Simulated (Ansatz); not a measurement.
# Al, point defects

The reference is an 8-atom supercell of Al in the fcc (Cu type) structure (space group Fm-3m, No. 225; a = 3.992 Å) at its relaxed geometry.

One neutral defect a cell, atoms relaxed at fixed cell.

Calculations: DFT with r2SCAN, PAW potentials and a 500 eV plane-wave cutoff in Ansatz (a first-principles code), without spin-orbit coupling.

```csv
case,pressure,largest displacement of a host atom from its site in the perfect cell
perfect supercell,-0.3 GPa,–
"Y on a Al site, symmetric start",11.9 GPa,0.00 Å
Li interstitial (started 2.00 Å from the nearest host atom),14.5 GPa,0.15 Å
Zn on a Al site,-0.9 GPa,0.00 Å
Al vacancy,-1.9 GPa,0.00 Å
In on a Al site,[?],0.00 Å
```

Problem. Complete the table.

Solution. 
- In on a Al site, pressure: 7.2 GPa

The cell is small, so the values are those of an ordered compound at a high defect concentration; dilute-limit values will differ. Defects with a symmetric start kept the site's symmetry and may sit on a saddle; the others started slightly shaken. The final runs are not spin-polarised.
